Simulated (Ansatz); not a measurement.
We consider OsN2 (P6/mmm, No. 191, 3 atoms in the cell; start mp-973935), described by LDA (plane waves, PAW; Ansatz, a first-principles code).

Settings: plane-wave cutoff 520 eV, 24×24×12 k mesh (along the axes of the cell as run), Fermi–Dirac smearing 0.05 eV, no spin polarisation, scalar-relativistic PAW data made under PBE.

Cell (relaxed at this level):

```cif
data_N2Os
_chemical_formula_sum 'Os1 N2'
_space_group_name_H-M_alt 'P6/mmm'
_space_group_IT_number 191
_space_group_name_Hall '-P 6 2'
_cell_length_a 2.76464
_cell_length_b 2.76464
_cell_length_c 4.89152
_cell_angle_alpha 90.000
_cell_angle_beta 90.000
_cell_angle_gamma 120.000
loop_
_atom_site_label
_atom_site_type_symbol
_atom_site_symmetry_multiplicity
_atom_site_Wyckoff_symbol
_atom_site_fract_x
_atom_site_fract_y
_atom_site_fract_z
_atom_site_occupancy
Os1 Os 1 a 0.00000 0.00000 0.00000 1
N1 N 2 e 0.00000 0.00000 0.38341 1
```

Give the computed bulk modulus B0.


* **bulk modulus B0**: 205 GPa

Note: the run has no spin polarisation, so it can have missed a magnetic state; the bulk modulus is −V dP/dV from two relaxed cells at ±2 % in volume; the relaxation could not lower the start's symmetry, so the cell can be a saddle point above a distorted one.

Spin–orbit coupling is not included; it can open a gap where bands touch, and shift volumes and moduli.

The computed numbers hold no vibrational or temperature effects.

A start named mp-… is a Materials Project structure, which need not be a measured phase.
